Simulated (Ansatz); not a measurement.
Given:

```
CELL_PARAMETERS angstrom
      0.00000     2.70617     2.70617
      2.70617     0.00000     2.70617
      2.70617     2.70617     0.00000
ATOMIC_POSITIONS crystal
  Zn 0.00000 0.00000 0.00000
  S  0.25000 0.25000 0.25000
```

No spin polarisation.

All numbers come from Ansatz (an electronic-structure program), r2SCAN, PAW, cutoff 500 eV, scalar-relativistic without spin-orbit coupling. k-mesh 11×11×11 (Γ-centred); smearing 0.05 eV (Fermi–Dirac).

Estimate the hole mass (degenerate bands, along [100]).

0.21, 0.69, 0.69 mₑ (at Γ).

What is the computed band gap?

2.64 eV.

What gap character does the calculation give?

Direct at Γ.

Load acts through the strain it causes; cell and atoms are relaxed under it. Masses are band curvatures over ±0.01 Å⁻¹ around the edge. No phonon test of stability was made. The cell was made from ZnS in the zinc blende structure (space group F-43m, No. 216) by this change: pressure −1 GPa.
